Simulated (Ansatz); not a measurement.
**A constructed model of the (100) surface of fcc Ir, a pseudomorphic layer of Mn in the host's stacking (bottom of the slab: a bare face, its two planes held)**

Level of theory: PBE (plane waves to 420 eV, PAW; Ansatz, a program for electronic structure).

Set-up: 7 atoms, 11.9 Å thick at the start; mesh 14x14x1; 0.1 eV smearing; dipole correction on; 2 atoms held, the rest relaxed; start symmetry kept, larger cells not searched; spin-polarised, ending with about 4.0 μB a cell; orders that need a larger cell were not tried, no spin-orbit, no U. It is one candidate, not shown to be the stable structure of the face.

```yaml
work_function_of_the_top_face: 3.91 eV
energy_released_by_relaxation: 0.31 eV
magnetic_moment_of_the_cell: 3.99 μB
cost: around 6 core-minutes (rough)
```
